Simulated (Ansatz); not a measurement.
Start from Cu in the fcc (Cu type) structure (space group Fm-3m, No. 225; relaxed with 0.1 eV smearing).

```
CELL_PARAMETERS angstrom
      0.00000     1.75918     1.75918
      1.75918     0.00000     1.75918
      1.75918     1.75918     0.00000
ATOMIC_POSITIONS crystal
  Cu 0.00000 0.00000 0.00000
```

Cartesian axes are those of the cell as printed.

Calculations: LDA (Ansatz, a quantum-chemistry and plane-wave program), no SOC.

Before the change:

The pressure comes out as 0.0 GPa.

Perturbation: a pure shear with ε_xy = ε_yx = 0.0057, atoms relaxed at fixed cell.

How does this affect the energy relative to the base?

The energy increases by 0.4 meV/atom.

How does this affect the pressure?

The pressure (mean of the normal stresses, compression positive) stays 0.0 GPa.

The cells carry an imposed strain or load. No phonon test of stability was made. The final runs are not spin-polarised.
